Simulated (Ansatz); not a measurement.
Point defect F interstitial in alpha quartz

Calculation: PBE, PAW (plane waves to 420 eV; Ansatz, a program for electronic structure). The supercell holds 72 host sites (2×2×2 repeats of the unit cell), with a 2×2×2 Γ-centred k-point sampling for the final energies. Site at the start: void with 6O2Si nearest. Charged cells carry a point-charge image correction with potential alignment at far atoms. Dielectric constants: PBE linear response of the host. Host gap at this level: 5.68 eV. A cell of this size leaves errors of a few tenths of an eV. The semilocal functional narrows the gap, so deep levels can fall outside it. Spin–orbit coupling is left out. Each state is the lowest found from its start.

Formation energies E_f are given with the Fermi level at the valence-band maximum. Chemical conditions: O-rich (Δμ(F) = -1.83 eV, bounded by SiF4 molecule; only phases computed here count, gases as isolated molecules at 0 K); Si-rich (Δμ(F) = -3.91 eV, bounded by SiF4 molecule; only phases computed here count, gases as isolated molecules at 0 K). Reference phases: F: F2 molecule in a box.

The name describes the start; the neighbours show where the added atom ended.

```csv
charge,moment (μB),point group,largest move off a lattice site (Å),neighbours of the added atom at the end (Å),image correction with alignment (eV),"E_f, O-rich (eV)","E_f, Si-rich (eV)"
+1†,not spin-polarised,–,0.60,"Si 1.69, O 2.29, O 2.33, O 2.49, O 2.71, O 2.73, O 2.77",0.29,–,–
0,1.0,C1,0.86,"Si 1.67, O 2.32, O 2.42, O 2.46, O 2.69, O 2.73, O 2.77",0.00,2.50,4.58
−1,not spin-polarised,C1,1.02,"Si 1.72, O 2.38, O 2.38, O 2.40, O 2.75, O 2.75, O 2.77",0.28,3.42,5.51
```

† Not settled in this cell, so no level is given: charge +1: a level filled in part, no spin-polarised start tried, level within 0.1 eV of a band edge or past it.

Point groups are those of the whole cell at tolerances of 0.03 and 0.1 Å ("near" where only the looser one holds); none is given for unsettled states.

No other site or start that was run ended lower by more than 0.1 eV.

Transition levels above the valence-band maximum: ε(0/−1) = 0.93 eV. With a charge missing or unsettled, these needn't be thermodynamic levels.

Flagged in the runs: a doubtful potential alignment, a host whose relaxation on this sampling wasn't shown to rest, a strain field that reaches the edge of the cell.
